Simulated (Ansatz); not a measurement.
# Effect of In interstitial (started 2.65 Å from the nearest host atom), symmetric start on InAs

Consider a 16-atom supercell of InAs in the zinc blende structure (space group F-43m, No. 216; a = 6.109 Å) at its relaxed geometry.

One thing is altered: a neutral In interstitial (started 2.65 Å from the nearest host atom), symmetric start, atoms relaxed at fixed cell.

Level of theory: r2SCAN, PAW, 500 eV (Ansatz, a first-principles code; no spin-orbit coupling). Settings: 4×4×4 k-points, 0.05 eV Fermi–Dirac smearing.

The pressure goes from zero to 5.3 GPa and the final site of the added atom is 4 As at 2.72 Å and 6 In at 3.14 Å.

The cell is small, so the values are those of an ordered compound at a high defect concentration; dilute-limit values will differ. The mesh was chosen for an insulator and is coarse for the gapless case. The defect started on the symmetric site and kept its symmetry, so it may sit on a saddle. All final runs are without spin polarisation. The defect cell is not spin-polarised.
